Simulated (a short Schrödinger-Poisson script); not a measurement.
## Gated Al0.25Ga0.75As/GaAs modulation-doped gas

System: gated Al0.25Ga0.75As/GaAs modulation-doped gas, at 20 K.

| layer | material | thickness (nm) | Nd (cm⁻³) | Na (cm⁻³) |
|---|---|---|---|---|
| 1 | Al0.25Ga0.75As | 30 | - | - |
| 2 | Al0.25Ga0.75As | 10 | 2.6e18 | - |
| 3 | Al0.25Ga0.75As | 5 | - | - |
| 4 | GaAs | 6000 | - | 8e15 |

The device is made up for the run: typed textbook-type constants, with dimensions and the other settings drawn at random. Al0.25Ga0.75As: permittivity 12.19, conduction-band edge (eV) 0.198, gap (eV) 1.736, electron mass (mₑ) 0.0878, Nv at 300 K (cm⁻³) 9e18. GaAs: permittivity 12.9, conduction-band edge (eV) 0, gap (eV) 1.424, Nv at 300 K (cm⁻³) 9e18.

Channel valleys (confinement mass, in-plane density-of-states mass, number): Γ 0.067, 0.067, 1. At the gate the conduction-band edge of layer 1 lies 0.95 eV − eVg above the Fermi level of the channel; the field vanishes at the back. Donor level 0.02 eV below the band edge. The barrier under the gate holds no holes. Gaps are held at their typed values at every temperature. Mesh 0.08 nm at interfaces.

Solved with a short Schrödinger-Poisson script written for these runs: 1D Poisson equation in equilibrium, electrons quantum, Hartree (BenDaniel-Duke, 40 states a valley, the channel's in-plane mass for all, wave functions free to enter the barrier), parabolic valleys, classical holes, donors ionised by Fermi statistics, acceptors fully, no traps, pinning or gate leakage.

```
Vg (V)  electrons (cm⁻²)  in the channel layer  C (μF/cm²)  Γ E0 (meV)  Γ E1 (meV)
------  ----------------  --------------------  ----------  ----------  ----------
0.5              4.88e11               4.62e11       0.322       -17.5        32.5
0.4              4.87e11               4.61e11       0.314       -17.4        32.7
0.3              4.86e11               4.59e11       0.307       -17.4        32.8
0.2              4.82e11               4.56e11       0.299       -17.2        33.0
0.1              4.70e11               4.45e11       0.281       -16.8        33.3
0                3.69e11               3.52e11       0.217       -13.2        36.2
-0.1             2.34e11               2.25e11       0.216        -8.4        39.7
-0.2             1.00e11               9.71e10       0.213        -3.4        43.3
```

Gate voltages with under 1e6 electrons/cm² are left out.

Subbands count from the Fermi level.
